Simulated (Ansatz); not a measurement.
Take a 16-atom supercell of BN in the zinc blende structure (space group F-43m, No. 216; a = 3.625 Å) at its relaxed geometry as the base.

Calculations: DFT with PBE, PAW potentials and a 420 eV plane-wave cutoff in Ansatz (an electronic-structure program), no SOC.

Base values:

- Pressure = 0.0 GPa

It is then changed as follows: one N atom is replaced by Bi, atoms relaxed at fixed cell, starting from a slightly rattled geometry.

Tabulated Pauling electronegativity and covalent radius: N 3.04, 0.71 Å; Bi 2.02, 1.48 Å.

### Question
How does this affect the pressure?

### Answer
The pressure goes from zero to 95.0 GPa.

### Question
What happens to the largest displacement of a host atom from its site in the perfect cell?

### Answer
The largest displacement of a host atom from its site in the perfect cell comes out as 0.53 Å.

### Question
Predict the new shift of the substituted atom off its lattice site.

### Answer
The shift of the substituted atom off its lattice site is 0.23 Å.

Other magnetic orders, which the real material may have, were not ruled out. In so small a cell the defect repeats every few ångströms: this is an ordered compound, not a dilute defect. A case with no gap was solved on a k-mesh chosen for an insulator, which is coarse for it. Starting moments died away, wholly or in part, for Bi on a N site; another magnetic solution may exist. The defect cell is spin-polarised and ends with 0.0 μB.
